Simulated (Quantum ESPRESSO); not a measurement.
A self-consistent single point of TaF₃ (Pm-3m, 4 atoms in the cell) with Quantum ESPRESSO.

Method of the run: PBEsol, PseudoDojo standard norm-conserving (PBESOL) pseudopotentials (plane waves; Quantum ESPRESSO).

The change in words: lattice scaled by 0.98. Reference geometry:
```
TaF3
1.0
    4.16665     0.00000     0.00000
    0.00000     4.16665     0.00000
    0.00000     0.00000     4.16665
Ta F
1 3
Direct
  0.00000   0.00000   0.00000
  0.00000   0.50000   0.00000
  0.50000   0.00000   0.00000
  0.00000   0.00000   0.50000
```
Moments meant for the start (each program seeds them in its own way; μB, in the order of the atoms Ta F F F): 1.0 0.0 0.0 0.0.

Reference input (self-consistent single point, DFT, PBEsol, plane waves, PseudoDojo standard norm-conserving (PBESOL) pseudopotentials): ecutwfc = 85 Ry; occupations = smearing; smearing = gauss; degauss = 0.019992 Ry; nspin = 2; potentials = {Ta: Ta.upf, F: F.upf}; K_POINTS = automatic 9 9 9 0 0 0; conv_thr = 1e-10 Ry; mixing_beta = 0.3. This run's input differs from it in these lines:

```diff
@@ -9,3 +9,3 @@
   ibrav = 1,
-  celldm(1) = 7.8738273572,
+  celldm(1) = 7.7163508100,
   nat = 4,
```

Output, abridged:

```
     Self-consistent Calculation

     iteration #  1     ecut=    85.00 Ry     beta= 0.30

     total energy              =    -277.65043165 Ry
     estimated scf accuracy    <       0.34605417 Ry

     total magnetization       =     0.81 Bohr mag/cell
     absolute magnetization    =     0.82 Bohr mag/cell

     iteration #  2     ecut=    85.00 Ry     beta= 0.30

     total energy              =    -277.70551854 Ry
     estimated scf accuracy    <       0.02369668 Ry

     total magnetization       =     0.77 Bohr mag/cell
     absolute magnetization    =     0.78 Bohr mag/cell

     iteration #  3     ecut=    85.00 Ry     beta= 0.30

   [... lines left out ...]

     iteration # 15     ecut=    85.00 Ry     beta= 0.30

     total energy              =    -277.70781687 Ry
     estimated scf accuracy    <          1.0E-09 Ry

     total magnetization       =    -0.00 Bohr mag/cell
     absolute magnetization    =     0.00 Bohr mag/cell

     iteration # 16     ecut=    85.00 Ry     beta= 0.30

     Magnetic moment per site  (integrated on atomic sphere of radius R)
     atom   1 (R=0.206)  charge=  8.2771  magn=  0.0000
     atom   2 (R=0.206)  charge=  6.6230  magn=  0.0000
     atom   3 (R=0.206)  charge=  6.6230  magn=  0.0000
     atom   4 (R=0.206)  charge=  6.6230  magn=  0.0000
     End of self-consistent calculation

     the Fermi energy is     7.9758 ev

!    total energy              =    -277.70781688 Ry
     estimated scf accuracy    <          9.1E-12 Ry
     smearing contrib. (-TS)   =      -0.00870635 Ry
     internal energy E=F+TS    =    -277.69911053 Ry

     total magnetization       =     0.00 Bohr mag/cell
     absolute magnetization    =     0.00 Bohr mag/cell

     convergence has been achieved in  16 iterations

     Forces acting on atoms (cartesian axes, Ry/au):

     atom    1 type  1   force =     0.00000000    0.00000000    0.00000000
   [... zero for the other atoms too ...]

     Total force =     0.000000     Total SCF correction =     0.000000

          total   stress  (Ry/bohr**3)                   (kbar)     P=      -11.45
  -0.00007780   0.00000000   0.00000000          -11.45        0.00        0.00
   0.00000000  -0.00007780   0.00000000            0.00      -11.45        0.00
   0.00000000   0.00000000  -0.00007780            0.00        0.00      -11.45

   JOB DONE.
```

The run converged in 16 iterations. Against the reference run the free energy drops by 27.7 meV/atom and the pressure goes from -6.87 to -1.14 GPa.

The starting cell comes from a database of computed structures (which also holds hypothetical and non-ambient phases and stackings), without a prior relaxation at this level. For this run, on top of that: lattice scaled by 0.98. The starting moments vanished: the run ended non-magnetic.

Cost on one core of a shared machine: roughly 4 min.
